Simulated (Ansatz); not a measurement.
The reference is HgTe in the zinc blende structure (space group F-43m, No. 216; a = 6.5099 Å). Axes: x, y, z lie along the cube axes.

Computed with PBEsol (Ansatz, an electronic-structure program; PAW; 420 eV plane waves; without spin-orbit coupling), earlier PAW set.

Base values:

The shortest interatomic distance is 2.819 Å. The pressure is 0.0 GPa.

It is then changed as follows: biaxial strain −0.86 %, plane normal [001], relaxed out of plane (Cartesian); in-plane vectors clamped, the third vector and the atoms free.

Q: How does this affect the energy relative to the base?

A: The energy increases by 0.6 meV/atom.

Q: Predict the new shortest interatomic distance.

A: The shortest interatomic distance shrinks by 0.005 Å, from 2.819 Å to 2.814 Å.

Q: How does this affect the pressure?

A: The pressure (mean of the normal stresses, compression positive) goes from zero to 0.2 GPa.

A case with no gap was solved on a k-mesh chosen for an insulator, which is coarse for it. No phonon test of stability was made. All final runs are without spin polarisation.
